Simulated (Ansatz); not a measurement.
MgS: pressure series

The parent structure is MgS in the rock salt structure (space group Fm-3m, No. 225).

Space group Fm-3m (No. 225); a = b = c = 5.1551 Å, α = β = γ = 90.00°

```tsv
atom	site	symmetry	x	y	z
Mg	4b	m-3m	0.5000	0.5000	0.5000
S	4a	m-3m	0.0000	0.0000	0.0000
```
(The calculation used a cell of 2 atoms; values per cell refer to that cell.)

Cell and atoms are relaxed at each pressure.

All numbers come from PBE-D3(BJ) (Ansatz, a first-principles code; PAW; 420 eV plane waves; no SOC).

```tsv
pressure (GPa)	volume per atom (Å³/atom)
-1	17.342
0	17.125
0.3	17.062
0.7	16.980
1.5	?
3	16.543
5	16.204
7.5	15.824
10	15.483
```

### Question
Fit the third-order Birch–Murnaghan form P(V) = (3B₀/2)[(V₀/V)^(7/3) − (V₀/V)^(5/3)]·[1 + (3/4)(B₀′ − 4)((V₀/V)^(2/3) − 1)] (squares taken in P) to the rows shown and predict the withheld row.

### Answer
Least squares on the printed values gives V₀ = 17.125 Å³/atom, B₀ = 81.0 GPa, B₀′ = 4.0; this predicts 16.821 Å³/atom, and the run gives 16.821 Å³/atom, in agreement.

Measured bulk modulus of MgS: 81 GPa (static lattice; corrected from measurement; as listed in Tamar Goldzak et al., The Journal of Chemical Physics (2022)); the computed value is 0 % below it.

Load acts through the strain it causes; cell and atoms are relaxed under it. No phonon test of stability was made. Competing high-pressure phases were not computed. The base started in Pnma and relaxed to Fm-3m at this level.
